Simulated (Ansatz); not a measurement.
The reference is Ru in the hcp (Mg type) structure (space group P6_3/mmc, No. 194; a = 2.692 Å, c = 4.246 Å).

Modification: every Ru is replaced by Co; the structure is relaxed again.

Levels (all Ansatz, a program for electronic structure, PAW, earlier PAW set): PBEsol (420 eV, spin-orbit coupling left out); r2SCAN (500 eV, without spin-orbit coupling).

The geometry is relaxed with PBEsol.

- PBEsol pressure = 0.0 GPa
- PBEsol magnetic state = ferromagnetic
- PBEsol largest site moment = 1.64 μB

### Question
How does going to r2SCAN change the pressure, magnetic state and largest site moment?

### Answer
The pressure goes from zero to 5.9 GPa; the magnetic state is still ferromagnetic; the largest site moment rises by 0.23 μB (1.64 μB → 1.87 μB).

Other magnetic orders, which the real material may have, were not ruled out. Single points use the geometry relaxed with PBEsol. Their cutoffs differ, which shifts pressures a little. Whether these cells are dynamically stable was not tested. Spin-polarised in the final run: PBEsol Co and r2SCAN Co; the other runs are not.
